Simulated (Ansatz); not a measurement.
**ZrSe2 in the fluorite structure (space group Fm-3m, No. 225; a hypothetical phase, not in the database extracts checked)**

Space group Fm-3m (No. 225); a = b = c = 6.5075 Å, α = β = γ = 90.00°

```csv
atom,site,symmetry,x,y,z
Zr,4a,m-3m,0.0000,0.0000,0.0000
Se,8c,-43m,0.2500,0.2500,0.2500
```
(The calculation used a cell of 3 atoms; values per cell refer to that cell.)

Calculations: PBEsol, PAW, 420 eV (Ansatz, an electronic-structure program; scalar-relativistic without spin-orbit coupling). Γ-centred 12×12×12 mesh, Fermi–Dirac width 0.05 eV.

```yaml
volume_per_atom: 22.96 Å³
density: 6.01 g/cm³
band_gap: zero
total_energy: -4993.394 eV/atom (σ→0; compares only within this code and set-up)
```

Stability against distortions was not tested. All final runs are without spin polarisation.
